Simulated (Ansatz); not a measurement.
The starting structures come from a database of crystals and need not be the phases stable at ambient conditions.

Inside the gap of an insulator the Bloch states are evanescent, with a wavenumber k + iκ along the transport direction.

Data:

```
Zn2GeO4
1.0
    5.97835     0.00000     0.00000
    0.00000     8.32848     0.00000
    0.00000     0.00000     5.97835
Zn Ge O
8 4 16
Cartesian
  0.00000   6.24636   1.44689
  4.53146   0.00000   0.00000
  0.00000   2.08212   4.53146
  1.44689   4.16424   0.00000
  4.47331   3.12318   1.50504
  4.47331   5.20530   4.47331
  1.50504   7.28742   4.47331
  1.50504   1.04106   1.50504
  4.50364   0.00000   2.98918
  2.98918   2.08212   4.50364
  1.47471   4.16424   2.98918
  2.98918   6.24636   1.47471
  5.79162   0.02686   1.61569
  4.36266   2.10898   5.79162
  0.18673   4.19110   4.36266
  1.61569   6.27322   0.18673
  0.18673   4.13738   1.61569
  1.61569   2.05526   5.79162
  5.79162   8.30162   4.36266
  4.36266   6.21950   0.18673
  3.10021   8.16993   1.61280
  4.36556   1.92357   3.10021
  2.87814   4.00569   4.36556
  1.61280   6.08781   2.87814
  2.87814   4.32279   1.61280
  1.61280   2.24067   3.10021
  3.10021   0.15855   4.36556
  4.36556   6.40491   2.87814
```

Space group of this cell: P4_322. The cell was relaxed by PBE-D3(BJ); by r2SCAN its mean pressure is -4.7 GPa.

Transport runs along the normal of the first two printed cell vectors, the (100) plane of the conventional cell.

The gap is the functional's own. No spin-orbit coupling. Mid-gap values are interpolated on the energy grid.

Compute, with r2SCAN run with Ansatz (a quantum-chemistry and plane-wave program), the band gap and the smallest decay constant κ at mid-gap.

Gap 2.26 eV on a 6×4×6 mesh; κ = 0.218 1/Å, at the zone centre.
